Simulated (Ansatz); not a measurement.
For HgO (model structure, started from the beta GaS type, P6₃/mmc, No. 194, 8 atoms in the cell), PBEsol in Ansatz (plane waves, PAW) gives:

* **lattice constant a**: 3.772 Å
* **lattice parameter c**: 11.406 Å

Q: What does PBE-D3(BJ) in Ansatz (PAW) give for the same quantities?

A: 
- lattice constant a: 3.803 Å (rises by 0.8 %)
- lattice parameter c: 11.616 Å (increases by 1.8 %)

Changes are worked out from the printed values.

Unless a cell is named, each level is at its own relaxed cell (PBEsol 17.57, PBE-D3(BJ) 18.19 Å³/atom).

Levels without +SOC leave out spin–orbit coupling, which shifts energies and cells of such heavy elements.

Ansatz's density-functional and Hartree–Fock values are scalar-relativistic unless marked +SOC, with PAW data made under PBE.

A model structure was made by putting elements into a prototype or built by hand; it is no filed structure, need not be a known phase, and can be a saddle point held by its symmetry.

Ansatz is a quantum-chemistry and plane-wave program.
